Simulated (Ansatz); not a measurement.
Ansatz (a first-principles code) run on AlH₃ (R-3c, 8 atoms in the cell): dielectric-response calculation.

Level of theory: LDA (PW92), default PAW files made with PBE (plane waves; Ansatz).

```
CELL_PARAMETERS angstrom
      2.21472     1.27867     3.92305
     -2.21472     1.27867     3.92305
      0.00000    -2.55734     3.92305
ATOMIC_POSITIONS crystal
  Al 0.00000 0.00000 0.00000
  Al 0.50000 0.50000 0.50000
  H  0.88262 0.25000 0.61738
  H  0.11738 0.75000 0.38262
  H  0.61738 0.88262 0.25000
  H  0.38262 0.11738 0.75000
  H  0.25000 0.61738 0.88262
  H  0.75000 0.38262 0.11738
```

Reference input (self-consistent single point, DFT, LDA (PW92), plane waves, default PAW files made with PBE): basis.ecutwfc = 420 eV; kpoints.mp_grid.grid = 7 7 7; hamiltonian.xc = lda; hamiltonian.pseudopotentials = {kind: paw} (the program's default PAW files); scf.occupations.method = fixed. This run's input differs from it in these lines:

Ansatz 0.2 input:
```diff
@@ -19,3 +19,3 @@
   mp_grid:
-    grid: [7, 7, 7]
+    grid: [6, 6, 6]
 hamiltonian:
@@ -27,6 +27,4 @@
     method: fixed
-output:
-  forces: true
-  eigenvalues: true
-  stress: true
+dielectric:
+  field_mesh: kpoints
```

Output (repeated stretches shortened):

```
SCF iter   1: F=—  HF=-1119.676432 eV  |F-HF|=—  |Δ(HF+E_count)|=         —  Δρ=1.26e-2  dr2=7.05e-2  ethr=1.77e-3  ⟨swp⟩=4.7  Hψ=4985  notcnv=0  defer=353
all-band conjugate gradients solve this SCF's bands
preconditioner: auto → none
SCF iter   2: F=—  HF=-1119.651761 eV  |F-HF|=—  |Δ(HF+E_count)|=   2.47e-2  Δρ=4.13e-3  dr2=7.53e-3  ethr=5.87e-4  ⟨swp⟩=1.8  Hψ=1563  notcnv=0  defer=260
SCF iter   3: F=—  HF=-1119.648947 eV  |F-HF|=—  |Δ(HF+E_count)|=   2.81e-3  Δρ=1.72e-4  dr2=2.18e-5  ethr=6.27e-5  ⟨swp⟩=3.0  Hψ=1312  notcnv=0  defer=376
SCF iter   4: F=—  HF=-1119.648945 eV  |F-HF|=—  |Δ(HF+E_count)|=   1.63e-6  Δρ=2.87e-5  dr2=2.99e-7  ethr=1.82e-7  ⟨swp⟩=2.0  Hψ=1188  notcnv=0  defer=180
SCF iter   5: F=—  HF=-1119.648945 eV  |F-HF|=—  |Δ(HF+E_count)|=   3.32e-8  Δρ=2.57e-6  dr2=3.16e-9  ethr=2.49e-9  ⟨swp⟩=2.0  Hψ=1188  notcnv=0  defer=172
SCF iter   6: F=-1119.648945 eV  HF=-1119.648945 eV  |F-HF|=3.64e-12  |Δ(HF+E_count)|=  9.21e-10  Δρ=1.43e-7  dr2=8.33e-12  ethr=1.00e-12  ⟨swp⟩=8.1  Hψ=5154  notcnv=0
SCF 1 converged in 6 iterations: F = -1119.648945 eV  dr2 = 8.33e-12
DFPT response loops at Γ: preconditioner auto → none (the input reference at scf.mixing.eps_inf says where Resta's filter doesn't serve); β = 0.50 …
Free energy (F): -1119.648945 eV
Internal energy: -1119.648945 eV  (E = F + TS)
E sigma→0 (E₀):  -1119.648945 eV
Fermi energy:    1.107884 eV
--- Dielectric response (ions clamped): 2 representative field directions + reference, on 68 of 216 k-points (Σ response iterations 13) ---
  k mesh reduced under 2 symmetry operations, with k and −k counted as one. Each operation leaves every solved perturbation unchanged …
  ε∞ (high-frequency dielectric tensor):
        4.783454     0.000000     0.000000
   [... lines left out ...]
        -0.20806   -0.74909    0.20249
         0.34671    0.20017   -0.93469
    site 7:
        -0.98934   -0.20806    0.35072
        -0.20806   -0.74909    0.20249
         0.34671    0.20017   -0.93469
  Z* charge neutrality: 1.585e-5 e pre-enforcement
  k-mesh period / interband length: 26.6 Å / 1.61 Å = 16.55 at k = (0.0000, -0.5000, 0.0000), direct gap 5.070 eV — 14 or more, which is no proof of convergence
```

The run converged in 6 iterations. 

Summary of the result:
- Free energy E − TS (on the zero of these files) = -1119.6489 eV
- Top of the valence band (on the code's own zero) = 1.11 eV
- Gap on the k-point mesh = 2.05 eV
- ε∞ at this k-point mesh, which may be far from converged in small-gap cells (xx, yy, zz) = 4.78, 4.78, 5.01
- Born charges at this mesh (mean of the diagonal, e) = Al 2.67, Al 2.67, H -0.89, H -0.89, H -0.89, H -0.89, H -0.89, H -0.89

The starting cell comes from a database of computed structures (which also holds hypothetical and non-ambient phases and stackings), without a prior relaxation at this level. Its lattice was rescaled by up to half a per cent.
